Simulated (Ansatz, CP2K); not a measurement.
An Ansatz (a program for electronic structure) input for a self-consistent single point of PdIn (Pm-3m, 2 atoms in the cell) (DFT, PBEsol, plane waves, default PAW files made with PBE):

Ansatz 0.2 input:
```yaml
crystal:
  lattice:
    - [3.250000, 0.000000, 0.000000]
    - [0.000000, 3.250000, 0.000000]
    - [0.000000, 0.000000, 3.250000]
  atoms:
    - { symbol: In, position: [0.500000, 0.500000, 0.500000] }
    - { symbol: Pd, position: [0.000000, 0.000000, 0.000000] }
basis:
  ecutwfc: 30.9 Ry
kpoints:
  mp_grid:
    grid: [8, 8, 8]
hamiltonian:
  xc: pbesol
  pseudopotentials:
    kind: paw
scf:
  occupations:
    method: fermi_dirac
    width: 0.0073 Ry
output:
  forces: true
  eigenvalues: true
  stress: true
```

Q: Translate this input to CP2K.

A: One input that does it (others would too):

```
&GLOBAL
  PROJECT calc
  RUN_TYPE ENERGY_FORCE
  PRINT_LEVEL LOW
&END GLOBAL
&FORCE_EVAL
  METHOD Quickstep
  STRESS_TENSOR ANALYTICAL
  &DFT
    BASIS_SET_FILE_NAME BASIS_MOLOPT
    POTENTIAL_FILE_NAME GTH_POTENTIALS
    &QS
      METHOD GPW
      EPS_DEFAULT 1E-10
    &END QS
    &MGRID
      CUTOFF 500
      REL_CUTOFF 40
      NGRIDS 5
    &END MGRID
    &SCF
      SCF_GUESS ATOMIC
      EPS_SCF 1E-6
      MAX_SCF 100
      ADDED_MOS 6
      &DIAGONALIZATION
        ALGORITHM STANDARD
      &END DIAGONALIZATION
      &MIXING
        METHOD BROYDEN_MIXING
        ALPHA 0.3
        NBUFFER 12
        BETA 1.5
      &END MIXING
      &SMEAR ON
        METHOD FERMI_DIRAC
        ELECTRONIC_TEMPERATURE [K] 1160.45
      &END SMEAR
    &END SCF
    &KPOINTS
      SCHEME MONKHORST-PACK 8 8 8
      GAMMA_CENTERED T
    &END KPOINTS
    &XC
      &XC_FUNCTIONAL
        &PBE
          PARAMETRIZATION PBESOL
        &END PBE
      &END XC_FUNCTIONAL
    &END XC
    &PRINT
      &MO
        EIGENVALUES T
        OCCUPATION_NUMBERS T
        NDIGITS 8
        FILENAME mo
        &EACH
          QS_SCF 0
        &END EACH
        ADD_LAST NUMERIC
      &END MO
      &MULLIKEN OFF
      &END MULLIKEN
    &END PRINT
  &END DFT
  &SUBSYS
    &CELL
      A 3.25000000 0.00000000 0.00000000
      B 0.00000000 3.25000000 0.00000000
      C 0.00000000 0.00000000 3.25000000
      PERIODIC XYZ
    &END CELL
    &COORD
      SCALED
      In       0.50000000     0.50000000     0.50000000
      Pd       0.00000000     0.00000000     0.00000000
    &END COORD
    &KIND In
      BASIS_SET DZVP-MOLOPT-SR-GTH
      POTENTIAL GTH-PBE-q13
    &END KIND
    &KIND Pd
      BASIS_SET DZVP-MOLOPT-SR-GTH
      POTENTIAL GTH-PBE-q18
    &END KIND
  &END SUBSYS
  &PRINT
    &FORCES ON
    &END FORCES
    &STRESS_TENSOR ON
    &END STRESS_TENSOR
  &END PRINT
&END FORCE_EVAL
```

Basis, cutoffs, solver keys and any potentials are the target program's own. This input uses DFT PBEsol, GPW, DZVP-MOLOPT-SR-GTH basis, GTH-PBE potentials (GTH_POTENTIALS). The width in Ry is rounded to four decimals. Both were run: pressure -0.41 GPa in Ansatz and 1.37 in CP2K. Ansatz's pressure is the one without its finite-basis correction.

On CP2K: the starting cell has typed, rounded lattice constants, without a prior relaxation at this level. Spin polarisation is off. Values carry the incompleteness of an atom-centred basis. The potentials were made for another functional than the one used.

On Ansatz: the starting cell has typed, rounded lattice constants, without a prior relaxation at this level. Spin polarisation is off.
